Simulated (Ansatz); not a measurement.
The parent structure is SiC in the wurtzite structure (space group P6_3mc, No. 186).

```
CELL_PARAMETERS angstrom
      3.05640     0.00000     0.00000
     -1.52820     2.64692     0.00000
      0.00000     0.00000     5.01582
ATOMIC_POSITIONS crystal
  Si 0.33333 0.66667 0.99959
  Si 0.66667 0.33333 0.49959
  C  0.33333 0.66667 0.37541
  C  0.66667 0.33333 0.87541
```

All numbers come from LDA, PAW, 420 eV (Ansatz, an electronic-structure program; no spin-orbit coupling).

Strains are applied to the cell and any free atomic positions relax.

One change was made to it. Results:

The electron mass goes from 0.26 mₑ along c, 0.43 mₑ across (at K) to 0.25 mₑ along c, 0.41 mₑ across (at K); the valence-band top at Γ (three highest levels, from the VBM) goes from 0.00, 0.00, -0.11 eV to 0.00, 0.00, -0.12 eV; the valley order (the lowest conduction-band minima on the path, energy above the VBM, named in the base's zone) comes out as K (1/3, 1/3, 0) 2.03 eV; M (1/2, 0, 0) 2.81 eV; the pressure (mean of the normal stresses, compression positive) goes from zero to 13.94 GPa.

**Question.** Name the change that was made.
A) isotropic strain −1.20 %
B) isotropic strain −3.00 %
C) isotropic strain −1.80 %
D) isotropic strain −0.60 %
E) isotropic strain −2.40 %

**Answer.** C, isotropic strain −1.80 %. For comparison, the valley order in the other runs: isotropic strain −3.00 % gives K (1/3, 1/3, 0) 1.96 eV; M (1/2, 0, 0) 2.88 eV; isotropic strain −0.60 % gives K (1/3, 1/3, 0) 2.10 eV; M (1/2, 0, 0) 2.75 eV; isotropic strain −1.20 % gives K (1/3, 1/3, 0) 2.07 eV; M (1/2, 0, 0) 2.78 eV; isotropic strain −2.40 % gives K (1/3, 1/3, 0) 1.99 eV; M (1/2, 0, 0) 2.84 eV.

The levels and masses belong to the bands next to the band gap. Masses are band curvatures over ±0.01 Å⁻¹ around the edge. Whether these cells are dynamically stable was not tested.
